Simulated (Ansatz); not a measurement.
# Response to strain in CdSe

Base system: CdSe in the zinc blende structure (space group F-43m, No. 216).

```yaml
crystal:
  lattice:
    - [0.00000, 3.04079, 3.04079]
    - [3.04079, 0.00000, 3.04079]
    - [3.04079, 3.04079, 0.00000]
  atoms:
    - { symbol: Cd, position: [0.00000, 0.00000, 0.00000] }
    - { symbol: Se, position: [0.25000, 0.25000, 0.25000] }
```

Cartesian axes are those of the cell as printed.

Strains are applied to the cell and any free atomic positions relax; under biaxial strain the out-of-plane vector relaxes too.

Calculations: PBEsol in Ansatz (plane waves to 420 eV, PAW, no spin-orbit coupling).

Notes on the quantities. energy relative to the base: free energy F.

| biaxial strain, plane normal [001], relaxed out of plane (%) | energy relative to the base (meV/atom) |
|---|---|
| -3 | 7.3 |
| -2.5 | ? |
| -2 | 3.2 |
| -1.5 | 1.8 |
| -1 | 0.8 |
| -0.5 | 0.2 |
| 0 | 0.0 |

Question: Fit ΔE = Aε² + Bε³ (ε in %) to the rows shown and predict the withheld row.

Answer: Least squares on the printed values gives A = 0.784 and B = -0.0089 meV/atom (largest residual 0.0 meV/atom); this predicts 5.0 meV/atom, and the run gives 5.0 meV/atom, in agreement.

Whether these cells are dynamically stable was not tested.

Ansatz is a first-principles code.
